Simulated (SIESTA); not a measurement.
Worked example: relaxation of the atoms of ZnSb2 (P2, 6 atoms in the cell) in SIESTA.

Level of theory: LDA PW92, numerical atomic orbitals TZP, PseudoDojo LDA standard norm-conserving potentials (rewritten from UPF to PSML) run with SIESTA 5.4.2.

The change in words: one atom moved by 0.15 angstrom; MD.TypeOfRun: default → CG; MD.Steps: default → 40; MD.MaxForceTol: default → 0.001 eV/Ang. Reference geometry:
```
CELL_PARAMETERS angstrom
      6.79981     0.00000     0.00000
      0.00000     6.79981     0.00000
      0.00000     0.00000     3.21039
ATOMIC_POSITIONS crystal
  Zn 0.50000 0.50000 0.50000
  Zn 0.00000 0.00000 0.00000
  Sb 0.85289 0.35289 0.25000
  Sb 0.35289 0.14711 0.75000
  Sb 0.14711 0.64711 0.25000
  Sb 0.64711 0.85289 0.75000
```

Reference input (self-consistent single point, DFT, LDA PW92, numerical atomic orbitals TZP, PseudoDojo LDA standard norm-conserving potentials (rewritten from UPF to PSML)): XC.functional = LDA; XC.authors = PW92; potentials = PseudoDojo LDA standard; PAO.BasisSize = TZP; PAO.EnergyShift = 0.01 Ry; MeshCutoff = 400 Ry; kgrid.MonkhorstPack = 3 3 5; OccupationFunction = MP; OccupationMPOrder = 0; ElectronicTemperature = 1160.45 K; MaxSCFIterations = 150; SCF.Mixer.Method = Broyden. This run's input differs from it in these lines:

```diff
@@ -18,3 +18,3 @@
 %block AtomicCoordinatesAndAtomicSpecies
-     3.399905000    3.399905000    1.605193500  1
+     3.399905000    3.399905000    1.755192412  1
      0.000000000    0.000000000    0.000000000  1
@@ -46,2 +46,5 @@
 Diag.ParallelOverK           true
+MD.TypeOfRun                 CG
+MD.Steps                     40
+MD.MaxForceTol               0.001 eV/Ang
 WriteForces                  true
```

Output (repeated stretches shortened):

```
        iscf     Eharris(eV)        E_KS(eV)     FreeEng(eV)     dDmax    Ef(eV) dHmax(eV)
   scf:    1   -20747.312400   -21071.996324   -21072.022888  0.999794 -1.043053 68.451618
   scf:    2   -21250.324020   -21232.502234   -21232.512895  0.845839 -2.467976  4.543272
   scf:    3   -21234.752279   -21233.743306   -21233.755715  0.166014 -2.628070  2.403685
   scf:    4   -21234.238702   -21234.213150   -21234.238805  0.201541 -2.887658  1.241703
   scf:    5   -21234.285140   -21234.265352   -21234.286195  0.049946 -2.907129  0.184517
   [... 6 lines left out ...]
   scf:   12   -21234.266428   -21234.266436   -21234.288451  0.000063 -2.917665  0.001125
   scf:   13   -21234.266431   -21234.266433   -21234.288451  0.000030 -2.917719  0.000647
   scf:   14   -21234.266433   -21234.266433   -21234.288451  0.000016 -2.917753  0.000412
   scf:   15   -21234.266433   -21234.266433   -21234.288451  0.000009 -2.917777  0.000279
SCF Convergence by DM+H criterion
max |DM_out - DM_in|         :     0.0000092931
max |H_out - H_in|      (eV) :     0.0002793955
SCF cycle converged after 15 iterations

Using DM_out to compute the final energy and forces

siesta: E_KS(eV) =           -21234.2664

siesta: E_KS - E_eggbox =    -21234.2664

siesta: Atomic forces (eV/Ang):
     1    0.000000    0.000000   -0.058079
   [... lines left out ...]
outcell: Cell volume (Ang**3)        :    148.4400
        iscf     Eharris(eV)        E_KS(eV)     FreeEng(eV)     dDmax    Ef(eV) dHmax(eV)
siesta: FreeEng =    -21234.312484
siesta: Cell volume =        148.439999 Ang**3
siesta:         -44.42750599        -44.44768053  kBar
   [... lines left out ...]
             -0.071   0.194   0.449   0.196   2.002   2.005   2.003   2.005

              2.005   0.133   0.064   0.155   0.065   0.086
   5 15.259   1.279  -0.191   0.579   0.961   0.581   0.956  -0.074  -0.127
             -0.071   0.195   0.450   0.197   2.002   2.005   2.003   2.005

              2.005   0.133   0.064   0.155   0.065   0.087
   6 15.260   1.281  -0.191   0.579   0.960   0.581   0.957  -0.073  -0.126
             -0.071   0.194   0.449   0.196   2.002   2.005   2.003   2.005

              2.005   0.133   0.064   0.155   0.065   0.086

mulliken: Qtot =      100.000

Mulliken Atomic Populations:
Atom #   charge [q] valence [e]  Species
     1     0.518248   19.481752  Zn
     2     0.519262   19.480738  Zn
     3    -0.259187   15.259187  Sb
     4    -0.259568   15.259568  Sb
     5    -0.259187   15.259187  Sb
     6    -0.259567   15.259567  Sb
 Total     0.000000
```

The relaxation ended unconverged. 

The starting cell comes from a database of computed structures (which also holds hypothetical and non-ambient phases and stackings), without a prior relaxation at this level. Its lattice was rescaled by up to half a per cent. For this run, on top of that: one atom moved by 0.15 angstrom. Values carry the incompleteness of an atom-centred basis.

Cost on one core of a shared machine: roughly 30 min.
